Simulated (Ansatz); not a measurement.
Ansatz (a quantum-chemistry and plane-wave program) run on V (Im-3m, 1 atom in the cell): self-consistent single point

Computed with PBE (plane waves, PAW; Ansatz).

Input as run:

Ansatz 0.2 input:
```yaml
# V
crystal:
  lattice:
    - [-1.491200, 1.491200, 1.491200]
    - [1.491200, -1.491200, 1.491200]
    - [1.491200, 1.491200, -1.491200]
  atoms:
    - { symbol: V, position: [0.000000, 0.000000, 0.000000] }
kpoints:
  mp_grid:
    grid: [20, 20, 20]
hamiltonian:
  xc: pbe
  pseudopotentials:
    kind: paw
scf:
  occupations:
    method: cold
    width: 0.136 eV
output:
  forces: true
  eigenvalues: true
  stress: true
```

The program printed (abridged):

```
WARN basis.ecutwfc = 420 eV, the default
WARN ansatz: RAYON_NUM_THREADS=1 ignored (pool sized by the plan → 1); use --threads N
Pseudopotentials: kind: paw
Pseudopotential: V, paw, valence charge 13
Crystal: 1 atoms, lattice volume = 13.264 Å³
Basis set: ecut = 420 eV, 249 PW (Γ), exchange–correlation on 36×36×36 points (8 copies of the dense FFT grid, shifted against one another)
Bands: 11, of which v1, the nominal top of the filled ones, is band 7 counted from 1 (6 counted from 0)
Symmetry: 48 space group operations
Space group: Im-3m (ITA 229), of the structure as read, at distance tolerance 2.4e-5 Å
k-points: 256 of 8000
Initial density: superposition of atomic densities (neutral atoms: chi_scale 0, normalization atom), corrected by the library's trained network
Initial wavefunctions: pseudopotential atomic-orbital guess
Eigensolver: davidson
Functional: x = pbe(κ = 0.804, μ = 0.2195149727645171), c = pbe(β = 0.06672455060314922)
SCF iter   1: F=—  HF=-2912.408734 eV  |F-HF|=—  |Δ(HF+E_count)|=         —  Δρ=5.24e-3  dr2=9.57e-4  ethr=1.77e-3  ⟨swp⟩=4.0  Hψ=14237  notcnv=0
all-band conjugate gradients solve this SCF's bands
preconditioner: auto → none
SCF iter   2: F=—  HF=-2912.408727 eV  |F-HF|=—  |Δ(HF+E_count)|=   6.85e-6  S|Δr|=    0.00e0  Δρ=2.64e-3  dr2=2.44e-4  ethr=7.36e-6  ⟨swp⟩=1.0  Hψ=4864  notcnv=0
SCF iter   3: F=—  HF=-2912.408781 eV  |F-HF|=—  |Δ(HF+E_count)|=   5.39e-5  S|Δr|=    0.00e0  Δρ=1.19e-4  dr2=1.67e-6  ethr=1.88e-6  ⟨swp⟩=1.0  Hψ=2764  notcnv=0
SCF iter   4: F=—  HF=-2912.408777 eV  |F-HF|=—  |Δ(HF+E_count)|=   4.07e-6  S|Δr|=    0.00e0  Δρ=6.57e-5  dr2=3.81e-7  ethr=7.69e-10  ⟨swp⟩=5.3  Hψ=12327  notcnv=0
SCF iter   5: F=-2912.408777 eV  HF=-2912.408777 eV  |F-HF|=5.25e-8  |Δ(HF+E_count)|=   1.31e-7  S|Δr|=    0.00e0  Δρ=2.18e-5  dr2=4.39e-8  ethr=7.69e-10  ⟨swp⟩=4.7  Hψ=11795  notcnv=0
SCF 1 converged in 5 iterations: F = -2912.408777 eV  dr2 = 4.39e-8
SCF converged after 5 iterations
Stability not checked (fill_not_monotonic)
Free energy (F): -2912.408777 eV
Harris-Foulkes:  -2912.408777 eV  (|F-HF|=5.25e-8)
Internal energy: -2912.411252 eV  (E = F + TS)
E sigma→0 (E₀):  -2912.409602 eV
Entropy (-TS):   0.002475 eV (2.475 meV/atom)
Fermi energy:    16.821292 eV
--- Per-component energies (eV) ---
  E_band       = -140.482962
  E_kinetic    = 336.897953
  E_local      = -882.777926  (includes V_loc(G=0)·N_el)
  E_nonlocal   = -45.572579
  E_hartree    = 407.255288
  E_xc         = -130.678784
  E_vxc        = -165.691080  (∫ρ·V_xc dr)
  E_paw        = -1112.788196  (= ΣΔE_a)
  E_vpaw       = -197.858706  (= ΣTr[D̂ρ^β])
  E_aug_tail   = 0.000257  (compensation charges beyond the density's cutoff)
  E_ewald      = -1484.747264
  E_smearing   = 0.002475  (= −TS)
  E_closure    = -0.000000  (closes the sum)
  Σ components = -2912.408777   (vs F -2912.408777, Δ=0.00e0)
--- Forces (eV/Å), atoms counted from 1 ---
  atom   1  V     -0.00000000    -0.00000000     0.00000000
  max |Σ_I F_I| component: 1.64e-32 eV/Å
--- Stress (GPa, compression-positive) ---
        2.707533       0.000000      -0.000000
        0.000000       2.707533      -0.000000
        0.000000       0.000000       2.707533
  P = ⅓ Tr σ = 2.7075 GPa (27.075 kbar)
  The stress holds the Pulay correction. Without it, at fixed plane waves, as pw.x and ABINIT print it: P = 2.6139 GPa
--- Band table (eV; the first three rows and the last of 256) ---
  k-point 0: bands = ["-46.8521", "-20.1241", "-20.1241", "-20.1241", "10.2028", "17.2423", "17.2423", "17.2423", "19.2957", "19.2957", "37.4898"]
  k-point 1: bands = ["-46.8470", "-20.1484", "-20.1315", "-20.1243", "10.3055", "17.1979", "17.2335", "17.3162", "19.2433", "19.2986", "37.3027"]
  k-point 2: bands = ["-46.8323", "-20.2185", "-20.1529", "-20.1248", "10.6068", "17.0711", "17.1956", "17.5345", "19.1154", "19.3086", "36.7467"]
  k-point 255: bands = ["-46.4972", "-20.7693", "-20.7693", "-20.7693", "13.7589", "13.7589", "20.6312", "20.6312", "20.6312", "27.1863", "27.1863"]
```

The run converged in 5 iterations.

The starting cell comes from a database of computed structures (which also holds hypothetical and non-ambient phases and stackings), without a prior relaxation at this level. Spin polarisation is off. Ansatz's pressure includes its estimate of the finite-basis (Pulay) stress.
